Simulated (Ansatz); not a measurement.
Data:

```
CELL_PARAMETERS angstrom
      4.67272     0.00000     0.00000
      0.00000     4.67272     0.00000
      0.00000     0.00000    24.91233
ATOMIC_POSITIONS crystal
  Br 0.25000 0.75000 0.30052
  K  0.75000 0.25000 0.30272
  Br 0.75000 0.25000 0.43400
  K  0.25000 0.75000 0.43319
  Br 0.25000 0.75000 0.56600
  K  0.75000 0.25000 0.56681
  Br 0.75000 0.25000 0.69948
  K  0.25000 0.75000 0.69728
```

No spin polarisation.

Method: r2SCAN (Ansatz, an electronic-structure program), scalar-relativistic without spin-orbit coupling. Γ-centred 7×7×1 mesh, Fermi–Dirac width 0.05 eV. The cell is a slab with vacuum along z.

Predict the gap character, band gap and layer's space group.

The gap character is direct at Γ. The band gap is 5.12 eV and the layer's space group (with vacuum) comes out as P4/nmm (No. 129).

No phonon test of stability was made. The cell was made from KBr in the rock salt structure (space group Fm-3m, No. 225) by this change: a free-standing slab of 4 layers (8 atoms, 2 a layer) is cut normal to the z axis, with 15 Å of vacuum and the in-plane cell held at bulk.
